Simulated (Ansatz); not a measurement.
## A computed series for C: pressure series

Take C in the diamond structure (space group Fd-3m, No. 227; a = 3.554 Å) as the base.

Cell and atoms are relaxed at each pressure.

Levels (all Ansatz, a program for electronic structure, PAW): PBEsol (420 eV, scalar-relativistic without spin-orbit coupling); r2SCAN (500 eV, scalar-relativistic without spin-orbit coupling); HSE06 (420 eV, no SOC).

Band gaps by level, all at the geometries relaxed with PBEsol:

| case | PBEsol | r2SCAN | HSE06 |
|---|---|---|---|
| base | 4.03 eV | 4.38 eV | 5.31 eV |
| pressure −1 GPa | 4.03 eV | 4.37 eV | 5.31 eV |
| pressure 3 GPa | 4.05 eV | 4.39 eV | 5.33 eV |
| pressure 7 GPa | 4.07 eV | 4.41 eV | 5.35 eV |
| pressure 30 GPa | 4.17 eV | 4.52 eV | 5.46 eV |
| pressure 50 GPa | 4.25 eV | 4.60 eV | 5.55 eV |
| pressure 75 GPa | 4.34 eV | 4.70 eV | 5.65 eV |
| pressure 100 GPa | 4.43 eV | 4.78 eV | 5.74 eV |

Single points use the geometry relaxed with PBEsol. HSE06 gaps are upper bounds (no full band path). Load acts through the strain it causes; cell and atoms are relaxed under it. Whether these cells are dynamically stable was not tested. Competing high-pressure phases were not computed.
